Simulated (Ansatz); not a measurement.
**H interstitial (bcc Ta host)**

Level of theory: PBE, PAW (plane waves to 420 eV; Ansatz, an electronic-structure program). Details: 54-site cell; 4×4×4 shifted k-points; start: void with 4Ta nearest; no spin–orbit coupling; finite-size errors of tenths of an eV; the relaxation kept the symmetry of the starting site; relaxed from one start, so a lower configuration may exist.

Neighbours after relaxation, in Å: of the H atom: Ta 1.93, Ta 1.93, Ta 1.93, Ta 1.93.

Formation energies E_f are those of the neutral cell. Chemical conditions: impurity bounded by its compound with the host (Δμ(H) = -0.47 eV, bounded by Ta2H (C222); only phases computed here count, gases as isolated molecules at 0 K). Reference phases: H: H2 molecule in a box.

The name describes the start; the neighbours show where the added atom ended.

```tsv
charge	moment (μB)	point group	largest move off a lattice site (Å)	E_f, impurity bounded by its compound with the host (eV)
0	not spin-polarised	D2d	0.07	0.06
```

Point groups are those of the whole cell at tolerances of 0.03 and 0.1 Å ("near" where only the looser one holds); none is given for unsettled states.
